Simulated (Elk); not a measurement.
Worked example: self-consistent single point of AlNi (Pm-3m, 2 atoms in the cell) in Elk.

Method of the run: Elk with PBE, all-electron FP-LAPW, Elk's shipped species files, LAPW+lo basis.

The change in words: lattice scaled by 0.98. Reference geometry:
```xyz
2
Lattice="2.8597 0.0000 0.0000 0.0000 2.8597 0.0000 0.0000 0.0000 2.8597" Properties=species:S:1:pos:R:3 pbc="T T T"
Al     1.4299     1.4299     1.4299
Ni     0.0000     0.0000     0.0000
```

Reference input (self-consistent single point, DFT, PBE, all-electron FP-LAPW, Elk's shipped species files, LAPW+lo basis): xctype = 20; rgkmax = 7.5; stype = 0; swidth = 0.00499791 Ha; ngridk = 15 15 15; gmaxvr = 16 1/bohr; nxoapwlo = 1; rmtscf = 0.95; maxscl = 100. This run's input differs from it in these lines:

```diff
@@ -28,5 +28,5 @@
 avec
-    5.4040686959    0.0000000000    0.0000000000
-    0.0000000000    5.4040686959    0.0000000000
-    0.0000000000    0.0000000000    5.4040686959
+    5.2959876999    0.0000000000    0.0000000000
+    0.0000000000    5.2959876999    0.0000000000
+    0.0000000000    0.0000000000    5.2959876999
```

Output (repeated stretches shortened):

```
│ Self-consistent loop started │
│ Loop number : 1 │
 total energy                :     -1773.29831803
│ Loop number : 2 │
 total energy                :     -1772.88549288
RMS change in Kohn-Sham potential (target) :   0.6538568141     (  0.1000000000E-05)
Absolute change in total energy (target)   :   0.4128251589     (  0.1000000000E-03)
│ Loop number : 3 │
 total energy                :     -1773.40775567
RMS change in Kohn-Sham potential (target) :   0.6517466489     (  0.1000000000E-05)
Absolute change in total energy (target)   :   0.4190565039     (  0.1000000000E-03)
│ Loop number : 4 │
   [... lines left out ...]
Absolute change in total energy (target)   :   0.4575684111E-03 (  0.1000000000E-03)
│ Loop number : 14 │
 total energy                :     -1763.78657299
RMS change in Kohn-Sham potential (target) :   0.2683645135E-05 (  0.1000000000E-05)
Absolute change in total energy (target)   :   0.2264935586E-03 (  0.1000000000E-03)
│ Loop number : 15 │
 total energy                :     -1763.78651773
RMS change in Kohn-Sham potential (target) :   0.9930567681E-06 (  0.1000000000E-05)
Absolute change in total energy (target)   :   0.1368562152E-05 (  0.1000000000E-03)
Convergence targets achieved

│ Loop number : 16 │

Energies :
 Fermi                       :     0.376383015836
 total energy                :     -1763.78649111

Density of states at Fermi energy :    23.95747301
 (states/Hartree/unit cell)

Estimated indirect band gap :   0.1818588433E-02
 from k-point     98 to k-point     19
Estimated direct band gap   :   0.3217236223E-01
 at k-point    113

Charges :
 core                        :    16.00000000
 valence                     :    25.00000000
 interstitial                :    2.460495750
 muffin-tins (core leakage)
  species :    1 (Al)
   atom    1                 :    11.21257595     (  0.8639293754E-03)
  species :    2 (Ni)
   atom    1                 :    27.32692830     (  0.5503993889E-03)
 total in muffin-tins        :    38.53950425
 total calculated charge     :    40.98811507
 total charge                :    41.00000000
 error                       :   0.1188492825E-01

│ Self-consistent loop stopped │
```

The run converged in 16 iterations. The count includes the last loop, which Elk runs after its targets are met. Against the reference run the total energy goes up by 54.4 meV/atom.

The starting cell comes from a database of computed structures (which also holds hypothetical and non-ambient phases and stackings), without a prior relaxation at this level. For this run, on top of that: lattice scaled by 0.98. Spin polarisation is off. Values depend on the basis (sphere radii, cutoffs, local orbitals), which need not be converged. The log's line on a gap gives a spacing of levels on this mesh, which the program prints for metals too.

Cost on one core of a shared machine: roughly 30 s.
